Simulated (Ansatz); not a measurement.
Consider Ag in the fcc (Cu type) structure (space group Fm-3m, No. 225).

```
Ag
1.0
    0.00000     2.07429     2.07429
    2.07429     0.00000     2.07429
    2.07429     2.07429     0.00000
Ag
1
Direct
  0.00000   0.00000   0.00000
```

All numbers come from DFT with PBE, PAW potentials and a 420 eV plane-wave cutoff in Ansatz (a first-principles code), no spin-orbit coupling.

For the base:

The lattice parameter a is 4.149 Å.

The change: cell and atoms relaxed at a pressure of 22.5 GPa.

Question: How does this affect the lattice parameter a?

Answer: The lattice parameter a decreases by 0.2131 Å, from 4.149 Å to 3.935 Å.

Load acts through the strain it causes; cell and atoms are relaxed under it. Whether these cells are dynamically stable was not tested. Competing high-pressure phases were not computed.
